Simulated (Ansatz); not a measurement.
## TiAl (model structure, started from the CsCl type, Pm-3m, No. 221, 2 atoms in the cell)

Calculation: r²SCAN in Ansatz (plane waves, PAW).

Numerical settings: plane-wave cutoff 500 eV, 16×16×16 k mesh, Fermi–Dirac smearing 0.1 eV, no spin polarisation, scalar-relativistic PAW data made under PBE.

Cell (relaxed at this level):

```xyz
2
Lattice="3.1731 0.0000 0.0000 0.0000 3.1731 0.0000 0.0000 0.0000 3.1731" Properties=species:S:1:pos:R:3 pbc="T T T"
Al     0.0000     0.0000     0.0000
Ti     1.5865     1.5865     1.5865
```

- band gap: zero (no gap)

Note: the relaxation could raise the start's symmetry but not lower it, so the cell can be a saddle point.

Static lattice: no zero-point or thermal effects.

Cost on a shared machine: about 50 core-seconds (a rough figure).

A model structure was made by putting elements into a prototype or built by hand; it is no filed structure, need not be a known phase, and can be a saddle point held by its symmetry.

Ansatz is a first-principles code.
